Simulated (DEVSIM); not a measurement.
Structure: abrupt In0.53Ga0.47As n-p junction, at 250 K.

Layer 1 from the left is In0.53Ga0.47As, thickness (μm) 11.0, Nd (cm⁻³) 1.6e15, τn (s) 5.3e-9, τp (s) 5.3e-9. Layer 2 from the left is In0.53Ga0.47As, thickness (μm) 1.80, Na (cm⁻³) 1.8e16, τn (s) 5.3e-9, τp (s) 5.3e-9.

Left contact: ohmic. Right contact: ohmic. Voltage is applied to the left contact. Recombination: SRH at mid-gap, Auger. Mobility is μmin + (μ − μmin)/(1 + (N/Nref)^α).

This is a model device: material constants are rounded textbook-type values typed into the input, and sizes, dopings and lifetimes were drawn at random. Values at 300 K; Nc and Nv go as T^1.5, mobilities as T to minus their exponent, the gap by Varshni's rule with the affinity fixed.

In0.53Ga0.47As: gap (eV) 0.74, affinity (eV) 4.51, permittivity 13.9, Nc (cm⁻³) 2.1e17, Nv (cm⁻³) 7.7e18, μn (cm²/Vs) 12000, μp (cm²/Vs) 300, μn,min 300, μp,min 10, Nref,n 1.3e17, Nref,p 4.9e17, αn 0.48, αp 0.4, T exponent of μn 1.6, T exponent of μp 1.6, Cn (cm⁶/s) 5e-29, Cp (cm⁶/s) 5e-29, Varshni α (eV/K) 0.00035, Varshni β (K) 190.

Task: Estimate by hand the built-in potential, the peak field at zero bias, the capacitance at 0.6 V, and compare with a numerical solution.

Result: 
- Built-in potential: ni = √(Nc Nv) exp(−Eg/2kT) = 2.40e10 cm⁻³ with Eg = 0.755 eV; Vbi = kT/q ln(Na Nd/ni²) = 0.531 V; numerical 0.531 V.
- Peak field at zero bias: depletion approximation: W = √(2εVbi/(qN)) = 0.745 μm with N = 1.47e15 cm⁻³; field = 2Vbi/W = 14200 V/cm; numerical 13900 V/cm (estimate above by 2.7 %).
- Capacitance at 0.6 V: C = √(qεN / 2(Vbi + |V|)) = 11.3 nF/cm²; numerical 11.5 nF/cm² (estimate below by 2.0 %).

Model (solved in DEVSIM): 1D drift-diffusion, Boltzmann statistics, complete ionisation; no tunnelling, impact ionisation, image-force lowering or self-heating.
